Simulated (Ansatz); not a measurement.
System: Al₂Cu (I4/mcm, No. 140). Method: rVV10 (PAW; Ansatz, an electronic-structure program).

Run with plane-wave cutoff 520 eV, 14×14×14 k mesh, Fermi–Dirac smearing 0.05 eV, no spin polarisation, scalar-relativistic PAW data made under PBE.

Equation-of-state points:

| V (Å³/atom) | E − E_lowest (meV/atom) | P (GPa) |
|---|---|---|
| 14.373 | 7.91 | 4.39 |
| 14.673 | 1.91 | 2.08 |
| 14.972 | 0.00 | 0.01 |
| 15.271 | 1.74 | -1.83 |
| 15.571 | 6.73 | -3.48 |

**Question.** What bulk modulus B0 and pressure derivative B′ does a third-order Birch–Murnaghan fit give?

**Answer.** V0 = 14.974 Å³/atom, B0 = 97.5 GPa, B′ = 4.6 (fit to the energies at full precision).

Shape and atoms are relaxed at each volume.

Note: the bulk modulus comes from volumes at which shape and atoms were relaxed.

The result took very roughly 15 core-minutes.
